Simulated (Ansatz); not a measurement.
# Effect of uniaxial strain ε_zz = +2.59 % on MgO

Start from MgO in the rock salt structure (space group Fm-3m, No. 225; a = 4.2044 Å). Axes: x, y, z lie along the cube axes.

Modification: uniaxial strain ε_zz = +2.59 %, all other strain components held at zero; the atoms relax in the strained cell.

All numbers come from r2SCAN, PAW, 500 eV (Ansatz, an electronic-structure program; no spin-orbit coupling). k-mesh 13×13×13 (Γ-centred); smearing 0.05 eV (Fermi–Dirac).

| quantity | base | changed | shift |
|---|---|---|---|
| volume per atom | 9.29 Å³ | 9.53 Å³ | +0.24 Å³ |
| space group | Fm-3m (No. 225) | I4/mmm (No. 139) | – |
| shortest interatomic distance | 2.102 Å | 2.102 Å | 0.000 Å |
| energy relative to the base (free energy F) | 0 meV/atom | +5.4 meV/atom | +5.4 meV/atom |
| pressure (mean of the normal stresses, compression positive) | 0.01 GPa | -3.83 GPa | -3.84 GPa |
| band gap | 5.68 eV | 5.39 eV | -0.296 eV |
| gap character | direct at Γ | direct at Γ | – |
| electron mass | 0.36 mₑ (at Γ) | 0.34 mₑ along z, 0.36 mₑ across (at Γ) | – |
| hole mass | – | 0.40 mₑ along z, 2.2 mₑ across (at Γ) | – |
| valence-band top at Γ (three highest levels, from the VBM) | 0.00, 0.00, 0.00 eV | 0.00, -0.05, -0.05 eV | – |
| stress (xx, yy, zz, yz, xz, xy; compression positive) | – | (-2.32, -2.32, -6.86, 0.00, 0.00, 0.00) GPa | – |

Final structure:

```yaml
crystal:
  lattice:
    - [0.00000, 2.10219, 2.15663]
    - [2.10219, 0.00000, 2.15663]
    - [2.10219, 2.10219, 0.00000]
  atoms:
    - { symbol: O, position: [0.00000, 0.00000, 0.00000] }
    - { symbol: Mg, position: [0.50000, 0.50000, 0.50000] }
```

Effective masses come from finite differences of ±0.01 Å⁻¹. No phonon test of stability was made. Labels are those of the standard path for the cell's own space group.
